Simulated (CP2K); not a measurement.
# How a calculation on ZnSb₂ (P-4n2, 6 atoms in the cell) responds to its settings

```
ZnSb2
1.0
    6.97681     0.00000     0.00000
    0.00000     6.97681     0.00000
    0.00000     0.00000     3.29395
Zn Sb
2 4
Direct
  0.50000   0.50000   0.50000
  0.00000   0.00000   0.00000
  0.85289   0.35289   0.25000
  0.35289   0.14711   0.75000
  0.14711   0.64711   0.25000
  0.64711   0.85289   0.75000
```

Base run A: PBEsol, GPW, DZVP-MOLOPT-SR-GTH basis, GTH-PBE potentials (GTH_POTENTIALS) (CP2K 2026.2), self-consistent single point.

Its settings: CUTOFF = 600 Ry; REL_CUTOFF = 50 Ry; SMEAR/METHOD = GAUSSIAN; SIGMA = 0.05 eV; KPOINTS/SCHEME = MACDONALD 4 4 7 0 0 0.07142857143; XC_FUNCTIONAL = PBE:PBESOL; Zn/BASIS_SET = DZVP-MOLOPT-SR-GTH; Zn/POTENTIAL = GTH-PBE-q12; Sb/BASIS_SET = DZVP-MOLOPT-SR-GTH; Sb/POTENTIAL = GTH-PBE-q5; METHOD = GPW; EPS_DEFAULT = 1e-10; NGRIDS = 5; SCF_GUESS = ATOMIC; EPS_SCF = 1e-07; MAX_SCF = 100; ADDED_MOS = 8; MIXING/METHOD = BROYDEN_MIXING; MIXING/ALPHA = 0.3; MIXING/NBUFFER = 8.

The starting cell comes from a database of computed structures (which also holds hypothetical and non-ambient phases and stackings), without a prior relaxation at this level. Its lattice was rescaled by a random factor within 2.5 % of one. Values carry the incompleteness of an atom-centred basis. The potentials were made for another functional than the one used. The run gives no clean gap (levels at the Fermi energy touch, overlap or are partly filled at this smearing), which alone does not show that the compound is a metal.

ΔF is the free energy per atom less that of run A. 

Run A gave: pressure (GPa) -2.89; largest force (eV/Å) 0.096; TS (meV/atom) 1.2.

Runs:
- B: SIGMA: 0.05 eV → 0.1 eV
- C: SIGMA: 0.05 eV → 0.3 eV
- D: SMEAR/METHOD: GAUSSIAN → FERMI_DIRAC; SIGMA: 0.05 eV → default; ELECTRONIC_TEMPERATURE: default → 1160.45 K
- E: SMEAR/METHOD: GAUSSIAN → FERMI_DIRAC; SIGMA: 0.05 eV → default; ELECTRONIC_TEMPERATURE: default → 3481.36 K
- F: SMEAR/METHOD: GAUSSIAN → METHFESSEL_PAXTON
- G: SMEAR/METHOD: GAUSSIAN → METHFESSEL_PAXTON; SIGMA: 0.05 eV → 0.2 eV
- H: SMEAR/METHOD: GAUSSIAN → MARZARI_VANDERBILT; SIGMA: 0.05 eV → 0.2 eV
- I: SMEAR/METHOD: GAUSSIAN → MARZARI_VANDERBILT; SIGMA: 0.05 eV → 0.3 eV

What does run F change against A?

The free energy stays essentially unchanged (within 1 meV/atom), the pressure stays at -2.89 GPa and the largest force goes from 0.096 to 0.102 eV/Å.

What does run D change against A?

The free energy falls by 6.8 meV/atom, the pressure moves little (-2.89 to -2.83 GPa) and the largest force goes from 0.096 to 0.077 eV/Å.

```tsv
run	ΔF (meV/atom)	pressure (GPa)	largest force (eV/Å)	TS (meV/atom)
A	0.00	-2.89	0.096	1.2
B	-1.23	-2.89	0.090	2.5
C	-9.0	-2.80	0.069	17.0
D	-6.8	-2.83	0.077	12.5
E	-59.7	-2.30	0.047	125.5
F	0.68	-2.89	0.102	0.4
G	-0.21	-2.91	0.094	0.4
H	0.67	-2.89	0.091	0.5
I	0.76	-2.88	0.098	-1.8
```
